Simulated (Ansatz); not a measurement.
An Ansatz (a first-principles code) input (r2SCAN (Ansatz), no spin-orbit coupling, earlier PAW set):

Ansatz 0.2 input:
```yaml
crystal:
  lattice:
    - [-1.7381416214, 1.7252793734, 1.7381416214]
    - [1.7381416214, -1.7252793734, 1.7381416214]
    - [1.7381416214, 1.7252793734, -1.7381416214]
  atoms:
    - { symbol: Li, position: [0, 0, 0] }
basis: { ecutwfc: 500, ecutrho_ratio: 4, xc_grid: 4, fft_grid_basis: typed }
kpoints: { mp_grid: { grid: [27, 27, 27] } }
hamiltonian:
  xc: r2scan
  dispersion: none
  pseudopotentials: { azcp: { folder: ./paw }, kind: paw }
scf: { occupations: { method: fermi_dirac, width: 0.1 }, convergence: { dr2_threshold: 0.0000000001 } }
relax: { f_tol: 0.005, max_steps: 50 }
output: { forces: true, stress: true }
checkpoint: { write: state.ck, write_every: 1000 }
```

Q: Which symmetry and how many k-points will the program report, and about how many plane waves at Γ?

A: Space group I4/mmm (ITA 139) with 16 operations, k-points 1470 of 19683, and 547 plane waves at Γ.

The cells carry an imposed strain or load. Whether these cells are dynamically stable was not tested. The cell was made from Li in the bcc (W type) structure (space group Im-3m, No. 229) by this change: uniaxial strain ε_yy = −0.74 %.
